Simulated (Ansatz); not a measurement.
Ag: pressure series

Consider Ag in the fcc (Cu type) structure (space group Fm-3m, No. 225; a = 4.105 Å).

Cell and atoms are relaxed at each pressure.

Calculations: Kohn–Sham DFT with the r2SCAN functional, run in Ansatz (a program for electronic structure) with PAW and 500 eV plane waves, scalar-relativistic without spin-orbit coupling.

```csv
pressure (GPa),volume per atom (Å³/atom)
-2,17.661
-1,17.473
0,17.296
0.9,?
2.1,16.964
4.5,16.629
15,15.524
22.5,14.954
30,14.488
```

Q: Fit the third-order Birch–Murnaghan form P(V) = (3B₀/2)[(V₀/V)^(7/3) − (V₀/V)^(5/3)]·[1 + (3/4)(B₀′ − 4)((V₀/V)^(2/3) − 1)] (squares taken in P) to the rows shown and predict the withheld row.

A: Least squares on the printed values gives V₀ = 17.297 Å³/atom, B₀ = 102 GPa, B₀′ = 5.8; this predicts 17.148 Å³/atom, and the run gives 17.151 Å³/atom, 0.003 higher.

Measured bulk modulus of Ag: 110 GPa (static lattice; corrected from measurement; as listed in H. Levämäki et al., Physical Review B (2014)); the computed value is 8 % below it.

Load acts through the strain it causes; cell and atoms are relaxed under it. Stability against distortions was not tested. No other phases were tried under pressure.
